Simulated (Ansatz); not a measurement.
The reference is Nb in the bcc (W type) structure (space group Im-3m, No. 229; relaxed with 0.1 eV smearing).

```
CELL_PARAMETERS angstrom
     -1.62421     1.62421     1.62421
      1.62421    -1.62421     1.62421
      1.62421     1.62421    -1.62421
ATOMIC_POSITIONS crystal
  Nb 0.00000 0.00000 0.00000
```

Cartesian axes are those of the cell as printed.

All numbers come from DFT with LDA, PAW potentials and a 420 eV plane-wave cutoff in Ansatz (an electronic-structure program), no spin-orbit coupling.

Before the change:

```
Quantity                         Value
-----------------------------  -------
Shortest interatomic distance  2.813 Å
```

Now apply this change: uniaxial strain ε_zz = +2.00 %, all other strain components held at zero, atoms relaxed at fixed cell.

Problem. What does the calculation give for the stress and shortest interatomic distance after the change?

Solution. The stress (xx, yy, zz, yz, xz, xy; compression positive) comes out as (-2.8, -2.8, -5.3, 0.0, 0.0, 0.0) GPa; the shortest interatomic distance rises by 0.019 Å (2.813 Å → 2.832 Å).

Stability against distortions was not tested. All final runs are without spin polarisation.
